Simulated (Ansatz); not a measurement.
## ZrO2, response to strain

Base system: ZrO2 (space group P4_2/nmc, No. 137).

```xyz
6
Lattice="3.6208 0.0000 0.0000 0.0000 3.6208 0.0000 0.0000 0.0000 5.2843" Properties=species:S:1:pos:R:3 pbc="T T T"
Zr     0.0000     0.0000     0.0000
Zr     1.8104     1.8104     2.6421
O      0.0000     1.8104     1.0173
O      0.0000     1.8104     3.6594
O      1.8104     0.0000     1.6248
O      1.8104     0.0000     4.2670
```

Cartesian axes are those of the cell as printed.

Strains are applied to the cell and any free atomic positions relax; under biaxial strain the out-of-plane vector relaxes too.

Method: PBE (Ansatz, a first-principles code), scalar-relativistic without spin-orbit coupling, earlier PAW set.

Notes on the quantities. pressure: mean of the normal stresses, compression positive.

| case | pressure | electron mass | band gap |
|---|---|---|---|
| base | 0.0 kbar | 2.3 mₑ along c, 0.61 mₑ across (at Γ) | 4.04 eV |
| biaxial strain −4.02 %, plane normal [001], relaxed out of plane | 157.2 kbar | 2.5 mₑ out of plane, 0.71 mₑ in plane (at Γ) | 4.37 eV |
| biaxial strain −1.39 %, plane normal [001], relaxed out of plane | 50.6 kbar | 2.3 mₑ out of plane, 0.64 mₑ in plane (at Γ) | 4.17 eV |
| biaxial strain +0.38 %, plane normal [001], relaxed out of plane | -13.1 kbar | 2.3 mₑ out of plane, 0.61 mₑ in plane (at Γ) | 3.97 eV |
| biaxial strain +1.95 %, plane normal [001], relaxed out of plane | -63.9 kbar | 2.3 mₑ out of plane, 0.59 mₑ in plane (at Γ) | 3.67 eV |
| biaxial strain +3.48 %, plane normal [001], relaxed out of plane | -108.4 kbar | 2.3 mₑ out of plane, 0.57 mₑ in plane (at Γ) | 3.38 eV |
| isotropic strain −2.74 % | 175.9 kbar | 2.1 mₑ along c, 0.60 mₑ across (at Γ) | 4.11 eV |
| isotropic strain +1.28 % | -59.9 kbar | 2.4 mₑ along c, 0.61 mₑ across (at Γ) | 3.91 eV |
| isotropic strain +2.75 % | -115.1 kbar | 2.5 mₑ along c, 0.61 mₑ across (at Γ) | 3.76 eV |

Effective masses come from finite differences of ±0.01 Å⁻¹. No phonon test of stability was made. This is not the structure that ZrO2 has at room temperature and ambient pressure.
